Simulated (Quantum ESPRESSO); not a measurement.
Checking a run of Quantum ESPRESSO on Ag₂O₃ (Pn-3m, 10 atoms in the cell). The aim is a self-consistent single point with DFT, PBEsol, plane waves, PseudoDojo standard norm-conserving (PBESOL) pseudopotentials.

Cell that was meant: a = 5.1066 Å, b = 5.1066 Å, c = 5.1066 Å, α = 90.00°, β = 90.00°, γ = 90.00°.

Part of the input:

```fortran
  ecutwfc = 85
  occupations = 'smearing'
  smearing = 'gauss'
  degauss = 0.3
/
&ELECTRONS
  conv_thr = 1.0d-10
```

Output, abridged:

```
     Message from routine setup:
     using ibrav=0 with symmetry is DISCOURAGED, use correct ibrav instead
     G-vector sticks info
   [... lines left out ...]
        k(    7) = (   0.2500000   0.2500000   0.2500000), wk =   0.2500000
        k(    8) = (   0.2500000   0.2500000  -0.5000000), wk =   0.3750000
        k(    9) = (   0.2500000  -0.5000000  -0.5000000), wk =   0.1875000
        k(   10) = (  -0.5000000  -0.5000000  -0.5000000), wk =   0.0312500

     Dense  grid:    95193 G-vectors     FFT dimensions: (  60,  60,  60)

     Initial potential from superposition of free atoms

     starting charge     111.9983, renormalised to     112.0000
     Self-consistent Calculation

     iteration #  1     ecut=    85.00 Ry     beta= 0.40

     total energy              =   -1434.58016496 Ry
     estimated scf accuracy    <       6.89594693 Ry

     iteration #  2     ecut=    85.00 Ry     beta= 0.40

     total energy              =   -1436.79623979 Ry
     estimated scf accuracy    <       5.90132551 Ry

     iteration #  3     ecut=    85.00 Ry     beta= 0.40

     total energy              =   -1437.38251018 Ry
     estimated scf accuracy    <       0.13683078 Ry

   [... 8 blocks of this kind left out ...]

     iteration # 12     ecut=    85.00 Ry     beta= 0.40

     total energy              =   -1437.43920178 Ry
     estimated scf accuracy    <          6.7E-10 Ry

     iteration # 13     ecut=    85.00 Ry     beta= 0.40
     End of self-consistent calculation

     the Fermi energy is    10.8287 ev

!    total energy              =   -1437.43920178 Ry
     estimated scf accuracy    <          2.2E-11 Ry
     smearing contrib. (-TS)   =      -2.66288933 Ry
     internal energy E=F+TS    =   -1434.77631245 Ry

     convergence has been achieved in  13 iterations

     Forces acting on atoms (cartesian axes, Ry/au):

     atom    1 type  1   force =     0.00000000    0.00000000   -0.00000000
   [... zero for the other atoms too ...]

     Total force =     0.000000     Total SCF correction =     0.000000

          total   stress  (Ry/bohr**3)                   (kbar)     P=      107.92
   0.00073361   0.00000000   0.00000000          107.92        0.00        0.00
   0.00000000   0.00073361   0.00000000            0.00      107.92        0.00
   0.00000000   0.00000000   0.00073361            0.00        0.00      107.92

   JOB DONE.
```

### Question
Is this run sound? If not, what is wrong?

### Answer
The run is not sound. The fault is a smearing width that is far too large. A width of many tenths of an electronvolt moves electrons far across the Fermi level or the gap, and the free energy and its derivatives carry a large smearing term. To fix it, use a width small against the gap or band features. The run converged in 13 iterations without an error; against the sound input the free energy goes down by 2.10 eV/atom and the pressure goes from -8.20 to 10.79 GPa.

An input that runs soundly differs in these lines (not the only fix; some lines may just follow from the change or write a value another way):
```diff
-  degauss = 0.3
+  degauss = 0.019992
```

With that input, the run converged in 12 iterations: free energy E − TS -19536.3303 eV; Fermi level (on the code's own zero) 9.73 eV; pressure -8.20 GPa (DFT, PBEsol, plane waves, PseudoDojo standard norm-conserving (PBESOL) pseudopotentials).

On the sound input: the starting cell comes from a database of computed structures (which also holds hypothetical and non-ambient phases and stackings), without a prior relaxation at this level. With a pressure of about -8 GPa the cell is away from its equilibrium volume at this level. The run gives no clean gap (levels at the Fermi energy touch, overlap or are partly filled at this smearing), which alone does not show that the compound is a metal.
